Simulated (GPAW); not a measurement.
Worked example: self-consistent single point of La2Mg (C2/c, 6 atoms in the cell) in GPAW.

Level of theory: LDA (Perdew-Wang 92), GPAW PAW datasets LDA (gpaw-data 1.0.1) (plane waves; GPAW 25.7.0).

The change in words: lattice scaled by 0.98. Reference geometry:
```xyz
6
Lattice="5.3391 -3.1270 0.0000 5.3391 3.1270 0.0000 -3.5262 0.0000 5.6543" Properties=species:S:1:pos:R:3 pbc="T T T"
La     4.5248    -0.5522     4.2180
La     2.6272     0.5522     1.4363
La     0.8641    -0.5522     4.2635
La     6.2879     0.5522     1.3908
Mg     4.4576    -2.6416     1.4136
Mg     2.6945     2.6416     4.2407
```

Reference input (self-consistent single point, DFT LDA (Perdew-Wang 92), plane waves, GPAW PAW datasets LDA (gpaw-data 1.0.1)): mode = pw; ecut = 800 eV; xc = LDA; kpts = 4 4 3; mesh shift (steps) = 0 0 0; occupations.name = methfessel-paxton; occupations.width = 0.2 eV; occupations.order = 0; nbands = -14; convergence.forces = 0.001 eV/Å; symmetry.symmorphic = false; symmetry.tolerance = 0.0005. This run's input differs from it in these lines:

```diff
@@ -5,11 +5,11 @@
 atoms = Atoms(['La', 'La', 'La', 'La', 'Mg', 'Mg'],
-              cell=[[5.339149, -3.126999, 0.000000],
-                    [5.339149, 3.126999, 0.000000],
-                    [-3.526249, 0.000000, 5.654306]],
-              positions=[[4.524803, -0.552228, 4.217999],
-                         [2.627246, 0.552228, 1.436307],
-                         [0.864122, -0.552228, 4.263460],
-                         [6.287927, 0.552228, 1.390846],
-                         [4.457587, -2.641564, 1.413577],
-                         [2.694462, 2.641564, 4.240730]],
+              cell=[[5.232366, -3.064459, 0.000000],
+                    [5.232366, 3.064459, 0.000000],
+                    [-3.455724, 0.000000, 5.541220]],
+              positions=[[4.434307, -0.541183, 4.133639],
+                         [2.574701, 0.541183, 1.407581],
+                         [0.846839, -0.541183, 4.178191],
+                         [6.162169, 0.541183, 1.363029],
+                         [4.368435, -2.588732, 1.385305],
+                         [2.640573, 2.588732, 4.155915]],
               pbc=True)
```

Output, abridged:

```
     iter     time        total  log10-change:
                         energy   eigst   dens  force
iter:   1 --:--:--   -25.926116
iter:   2 --:--:--   -25.965623   -0.28  -1.34
iter:   3 --:--:--   -25.542761   -0.60  -1.35
iter:   4 --:--:--   -25.572879   -0.87  -1.81
iter:   5 --:--:--   -25.563899c  -1.37  -1.95
iter:   6 --:--:--   -25.608038   -1.45  -2.32
iter:   7 --:--:--   -25.602241   -1.85  -2.14
iter:   8 --:--:--   -25.578517c  -1.66  -2.18
iter:   9 --:--:--   -25.581137c  -2.23  -2.93
iter:  10 --:--:--   -25.581058c  -2.39  -2.83
iter:  11 --:--:--   -25.580559c  -2.58  -2.86
iter:  12 --:--:--   -25.580794c  -2.78  -2.88
   [... lines left out ...]
iter:  28 --:--:--   -25.581019c  -5.13  -3.87
iter:  29 --:--:--   -25.581025c  -5.71  -4.02c
iter:  30 --:--:--   -25.581024c  -5.81  -4.17c
iter:  31 --:--:--   -25.581029c  -6.23  -4.29c
iter:  32 --:--:--   -25.581034c  -6.42  -4.36c
iter:  33 --:--:--   -25.581035c  -6.72  -4.39c
iter:  34 --:--:--   -25.581039c  -6.24  -4.42c
iter:  35 --:--:--   -25.581042c  -6.58  -4.78c
iter:  36 --:--:--   -25.581043c  -6.79  -4.82c
iter:  37 --:--:--   -25.581042c  -7.23  -4.86c
iter:  38 --:--:--   -25.581039c  -7.21  -4.95c
iter:  39 --:--:--   -25.581040c  -7.71c -5.17c
iter:  40 --:--:--   -25.581040c  -7.96c -5.30c -3.64c
Converged after 40 iterations.

Dipole moment: (-0.000000, 0.000000, -0.000000) |e|*Ang

Energy contributions relative to reference atoms: (reference = -934608.951677)

Kinetic:        +35.198623
Potential:      -14.932931
External:        +0.000000
XC:             -44.022115
Entropy (-ST):   -0.175793
Local:           -1.736721
SIC:             +0.000000
--------------------------
Free energy:    -25.668937
Extrapolated:   -25.581040

Showing only first 2 kpts
 Kpt  Band  Eigenvalues  Occupancy
  0    30      8.47592    1.98451
  0    31      8.63249    1.81101
  0    32      8.69443    1.61873
  0    33      9.55186    0.00000

  1    30      8.70573    1.57379
  1    31      8.73333    1.45186
  1    32      9.03604    0.12357
  1    33      9.52877    0.00000

Fermi level: 8.81825

No gap
   [... lines left out ...]
  0 La   -0.06598    0.05878   -0.01047
  1 La    0.06598   -0.05878    0.01047
  2 La    0.06598    0.05878    0.01047
  3 La   -0.06598   -0.05878   -0.01047
  4 Mg    0.00000    0.03242   -0.00000
  5 Mg   -0.00000   -0.03242    0.00000

Stress tensor:
     0.002806     0.000000     0.000575
     0.000000     0.001352     0.000000
     0.000575     0.000000    -0.001340
Stress (GPa, Voigt): [ 0.4495  0.2166 -0.2147  0.      0.0921  0.    ]
```

The run converged in 40 iterations. GPAW prints stress with tension positive. Against the reference run the free energy falls by 13.0 meV/atom, the pressure goes from -2.04 to -0.15 GPa and the largest force goes from 0.052 to 0.089 eV/Å.

The starting cell comes from a database of computed structures (which also holds hypothetical and non-ambient phases and stackings), without a prior relaxation at this level. Its lattice was rescaled by a random factor within 2.5 % of one. For this run, on top of that: lattice scaled by 0.98.

Cost on one core of a shared machine: roughly 5 min.
